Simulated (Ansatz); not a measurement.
## TiS2 (P-3m1, No. 164; start mp-2156): properties by level of theory

```tsv
level (code)	equilibrium lattice constant a (Å)	lattice parameter c (Å)
PBE (Ansatz)	3.416	6.586
PBEsol (Ansatz)	3.352	5.637
PBE-D3(BJ) (Ansatz)	3.361	5.523
```

Caveats: the relaxation could not lower the start's symmetry, so the cell can be a saddle point above a distorted one (PBE, PBEsol, PBE-D3(BJ)). Ansatz's density-functional and Hartree–Fock values are scalar-relativistic unless marked +SOC, with PAW data made under PBE.

Static lattice: no zero-point or thermal effects.

A start named mp-… is a Materials Project structure, which can be a computed phase never made.

Ansatz is an electronic-structure program.
